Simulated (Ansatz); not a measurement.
What 2 layers does to KF

The parent structure is KF in the rock salt structure (space group Fm-3m, No. 225; a = 5.318 Å). Axes: x, y, z lie along the cube axes.

The change: a free-standing slab of 2 layers (4 atoms, 2 a layer) is cut normal to the z axis, with 15 Å of vacuum and the in-plane cell held at bulk.

Computed with r2SCAN/PAW in Ansatz (an electronic-structure program), no spin-orbit coupling. Γ-centred 9×9×1 mesh, Fermi–Dirac width 0.05 eV, for the changed cell.

| quantity | base | changed | shift |
|---|---|---|---|
| layer's space group (with vacuum) | – | P4/nmm (No. 129) | – |
| shortest interatomic distance | 2.659 Å | 2.602 Å | -0.057 Å |
| band gap | 6.91 eV | 5.91 eV | -0.994 eV |
| gap character | – | direct at Γ | – |
| valence-band top at Γ (three highest levels, from the VBM) | 0.00, 0.00, 0.00 eV | 0.00, 0.00, -0.04 eV | – |
| excess energy per area of both faces (slab less bulk energy over the cell's area: twice a surface energy) | – | 0.45 J/m² | – |
| thickness between the outermost nuclei | – | 2.65 Å | – |

Slab and bulk use different k-meshes, which limits the precision of the excess energy. No phonon test of stability was made. k-point labels follow each cell's own Brillouin zone.
